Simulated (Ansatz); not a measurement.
Consider MgTe in the zinc blende structure (space group F-43m, No. 216; a = 6.438 Å).

Method: PBEsol/PAW in Ansatz (a quantum-chemistry and plane-wave program), scalar-relativistic without spin-orbit coupling, earlier PAW set.

Base values:

The valley order is Γ 2.35 eV; X along ⟨100⟩ 2.71 eV; L along ⟨111⟩ 3.18 eV.

Perturbation: hole doping at 1.0×10^21 cm⁻³ (0.0667 per cell), with a uniform compensating background at fixed cell and a 300 K Fermi–Dirac width.

Question: What does the calculation give for the valley order and Fermi level from band edge after the change?

Answer: The valley order (the lowest conduction-band minima on the path, energy above the VBM, named in the base's zone) changes from Γ 2.35 eV; X along ⟨100⟩ 2.71 eV; L along ⟨111⟩ 3.18 eV to Γ 2.39 eV; X along ⟨100⟩ 2.77 eV; L along ⟨111⟩ 3.22 eV; the Fermi level relative to the doped band's edge (positive inside the band; to 0.05 eV) is +0.10 eV.

Carriers are added with a uniform compensating background; total energy and stress of such cells depend on the potential's zero and are not compared; many-body gap narrowing is missing at this level. With Te present, leaving out spin-orbit coupling can change the band edges. The levels and masses belong to the bands next to the band gap. Whether these cells are dynamically stable was not tested.
